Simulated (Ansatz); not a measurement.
CeRh₂ (Fd-3m, No. 227; cell taken from a computed entry), treated with r²SCAN in Ansatz (plane waves, PAW).

Numerical settings: plane-wave cutoff 500 eV, 12×12×12 k mesh, Fermi–Dirac smearing 0.1 eV, spin-polarised start, scalar-relativistic PAW data made under PBE.

Computed at the level's own relaxed cell.

Question: Give the computed volume per atom and lattice parameter a.

Answer: 
- volume per atom = 17.96 Å³/atom
- lattice parameter a = 7.553 Å

Note: the magnetic order was assumed, not searched for or taken from measurement; the relaxation could not lower the start's symmetry, so the cell can be a saddle point above a distorted one; the 4f shell is treated without U or exact exchange, so its levels and filling can be wrong.

Spin–orbit coupling is not included.

Static lattice: no zero-point or thermal effects.

Ansatz is a first-principles code.
